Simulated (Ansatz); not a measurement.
Take BeS in the zinc blende structure (space group F-43m, No. 216) as the base.

```xyz
2
Lattice="0.0000 2.4343 2.4343 2.4343 0.0000 2.4343 2.4343 2.4343 0.0000" Properties=species:S:1:pos:R:3 pbc="T T T"
S      3.6514     3.6514     3.6514
Be     0.0000     0.0000     0.0000
```

Cartesian axes are those of the cell as printed.

Level of theory: DFT with r2SCAN, PAW potentials and a 500 eV plane-wave cutoff in Ansatz (a quantum-chemistry and plane-wave program), scalar-relativistic without spin-orbit coupling.

Perturbation: uniaxial strain ε_yy = −2.55 %, all other strain components held at zero; the atoms relax in the strained cell.

### Question
Predict the stress tensor and what it implies for the stiffness.

### Answer
Stress of the strained cell less that of the base (GPa, compression positive):
```
   1.79    0.00    0.00
   0.00    4.32    0.00
   0.00    0.00    1.79
```

Then −Δσ_ii/ε with ε = -0.0255 gives secant stiffness values (nonlinear terms included at this strain): C22 ≈ 169 GPa, C12 ≈ 70 GPa and C23 ≈ 70 GPa.

As a check, the harmonic strain energy −½ V₀ Δσ:ε is 5.0 meV/atom; the computed energy rise is 4.9 meV/atom.

Whether these cells are dynamically stable was not tested.
